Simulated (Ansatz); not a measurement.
Functionals compared on a constructed model of the (100) surface of fcc Pt, a pseudomorphic layer of Ir in the host's stacking (bottom of the slab: a bare face, its two planes held), in Ansatz (plane waves, PAW). The structure was relaxed with PBE; the other rows are single points on it. Cutoff 420 eV (500 eV for r2SCAN).

Model: 7-atom slab, 12.0 Å thick at the start, 13x13x1 mesh, Fermi-Dirac 0.1 eV, dipole correction, 2 atoms held, the rest relaxed; start symmetry kept, larger cells not searched; no spin, no spin-orbit, no U. It is one candidate, not shown to be the stable structure of the face. These notes are the PBE run's.

```
functional  work function of the top face (eV)          rough cost of the single point
----------  ----------------------------------  --------------------------------------
PBE                                       5.69                                       –
RPBE                                      5.54  about 40 core-seconds (a rough figure)
r2SCAN                                     [?]                 roughly 80 core-seconds
```

Task: Some entries are withheld; supply them.

Result: 
- r2SCAN, work function of the top face (eV): 5.81

Ansatz is a program for electronic structure.
